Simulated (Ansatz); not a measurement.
# Point defect H interstitial in bulk hexagonal BN (AA')

Computed with PBE-D3(BJ), PAW (plane waves to 420 eV; Ansatz, a quantum-chemistry and plane-wave program). The supercell holds 128 host sites (4×4×2 repeats of the unit cell), with a 2×2×2 Γ-centred k-point sampling for the final energies. Site at the start: void with 6B6N nearest. Energies of charged states are corrected for periodic images (point charge plus alignment at distant sites). Dielectric constants: PBE linear response of the host. Host gap at this level: 4.23 eV. These values are not converged in cell size to better than tenths of an eV. The semilocal functional narrows the gap, so deep levels can fall outside it. Spin–orbit coupling is left out. Each state is the lowest found from its start.

Formation energies E_f are given with the Fermi level at the valence-band maximum. Chemical conditions: N-rich (Δμ(H) = -0.34 eV, bounded by NH3 molecule; only phases computed here count, gases as isolated molecules at 0 K). Reference phases: H: H2 molecule in a box.

The name describes the start; the neighbours show where the added atom ended.

| charge | moment (μB) | point group | largest move off a lattice site (Å) | neighbours of the added atom at the end (Å) | image correction with alignment (eV) | E_f, N-rich (eV) |
|---|---|---|---|---|---|---|
| +1 | not spin-polarised | – | 0.28 | N 1.05, B 1.99, B 2.00, B 2.00, B 2.08 | 0.29 | 0.09 |
| 0 | 1.0 | C3v | 0.17 | B 1.34, N 2.01, N 2.13, N 2.13, N 2.13 | 0.00 | 2.75 |
| −1 | not spin-polarised | – | 0.38 | B 1.21, N 2.20, N 2.20, N 2.20, N 2.21 | 0.24 | 4.56 |

Point groups are those of the whole cell at tolerances of 0.03 and 0.1 Å ("near" where only the looser one holds); none is given for unsettled states.

Transition levels above the valence-band maximum: ε(+1/0) = 2.66 eV; ε(0/−1) = 1.81 eV. On the lower envelope of the bound states, inside the gap: (+1/−1) at 2.23 eV; the others aren't thermodynamic.
